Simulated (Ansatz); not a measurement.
Reference: BP (F-43m), PBEsol with spin-orbit coupling, rigid bands (plane waves, PAW; Ansatz, a quantum-chemistry and plane-wave program); axes and stresses refer to this cell.

```yaml
crystal:
  lattice:
    - [0.00000, 2.26010, 2.26010]
    - [2.26010, 0.00000, 2.26010]
    - [2.26010, 2.26010, 0.00000]
  atoms:
    - { symbol: B, position: [0.00000, 0.00000, 0.00000] }
    - { symbol: P, position: [0.25000, 0.25000, 0.25000] }
```

* **electron conductivity mass**: 0.33 mₑ
* **band gap**: 1.10 eV
* **Seebeck coefficient, n-type 1e19 cm⁻³**: -336 μV/K

```csv
Change,electron conductivity mass,band gap,"Seebeck coefficient, n-type 1e19 cm⁻³"
biaxial stress xx = yy = -1 GPa (compression positive),0.33 mₑ,1.06 eV,(withheld)
hydrostatic pressure -2 GPa,(withheld),1.12 eV,-335 μV/K
uniaxial stress zz = 2 GPa (compression positive),(withheld),0.99 eV,(withheld)
```

Complete the blanks.


- biaxial stress xx = yy = -1 GPa (compression positive), Seebeck coefficient, n-type 1e19 cm⁻³: -319 μV/K
- hydrostatic pressure -2 GPa, electron conductivity mass: 0.33 mₑ
- uniaxial stress zz = 2 GPa (compression positive), electron conductivity mass: 0.33 mₑ
- uniaxial stress zz = 2 GPa (compression positive), Seebeck coefficient, n-type 1e19 cm⁻³: -280 μV/K

Masses are for dilute carriers at 300 K, harmonic means over directions unless an axis is named. Seebeck coefficients are for the stated density at 300 K, with one relaxation time for all states and whether or not that doping can be reached. Stresses and pressures are the targets of the relaxation.  The structure type is held under load, also where the real crystal would transform.
